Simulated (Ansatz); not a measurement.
Start from WTe₂ (space group Fm-3m, No. 225; a = 6.572 Å; a hypothetical phase, not in the database extracts checked; relaxed with 0.1 eV smearing). Axes: x, y, z lie along the cube axes.

Method: PBEsol in Ansatz (plane waves to 420 eV, PAW, scalar-relativistic without spin-orbit coupling).

A first run, uniaxial strain ε_zz = +1.21 %, gives secant values C11 ≈ 160 GPa and C12 ≈ 81 GPa from its stress. A second run applies isotropic strain +2.18 %.

### Question
What does linear elasticity predict for the bulk modulus −ΔP/(ΔV/V₀) in the second run, and what does the run give?

### Answer
Linear elasticity: (C11 + 2 C12)/3 = 110 GPa. The run gives 92 GPa; any difference comes from nonlinear terms at these strains and numerical noise.

Whether these cells are dynamically stable was not tested. The final runs are not spin-polarised. WTe2 has a high density of states at the Fermi level and may be magnetic at this level.

Ansatz is an electronic-structure program.
